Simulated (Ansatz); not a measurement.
The starting structures come from a database of crystals and need not be the phases stable at ambient conditions.

 Where the default PAW files enter, the runs use the earlier of Ansatz's two default sets.

By LDA and PBEsol, the system below comes out a metal.

```
Sb
1.0
    3.35453     0.00000     0.00000
   -1.67727     2.90511     0.00000
    0.00000     0.00000     5.47016
Sb
2
Direct
  0.33333   0.66667   0.25000
  0.66667   0.33333   0.75000
```

Space group of this cell: P6_3/mmc, hcp (Mg type). The cell is taken as given; by PBEsol its mean pressure is -1.3 GPa.

The current runs along the normal of the first two printed vectors, the (001) plane. All runs by Ansatz (a program for electronic structure), plane waves and PAW, without spin-orbit coupling; the base is PBEsol.

| run | mean pressure (GPa) | G/A, both spins (10¹⁵ S/m²) |
|---|---|---|
| base | -1.3 | 1.19 |
| all lengths scaled by 0.98 | 3.0 | (withheld) |
| all lengths scaled by 1.02 | -4.5 | (withheld) |
| lda in place of pbesol | -2.5 | 1.17 |
| lengths across the current scaled by 0.98, ions clamped | 1.5 | 1.21 |
| lengths across the current scaled by 1.02, ions clamped | -3.5 | 1.14 |
| lengths along the current scaled by 0.97, ions clamped | 0.8 | (withheld) |
| lengths along the current scaled by 1.03, ions clamped | -2.9 | 1.12 |

Task: What belongs in the gaps?

Result: 
- all lengths scaled by 0.98, G/A, both spins (10¹⁵ S/m²): 1.25
- all lengths scaled by 1.02, G/A, both spins (10¹⁵ S/m²): 1.09
- lengths along the current scaled by 0.97, ions clamped, G/A, both spins (10¹⁵ S/m²): 1.24
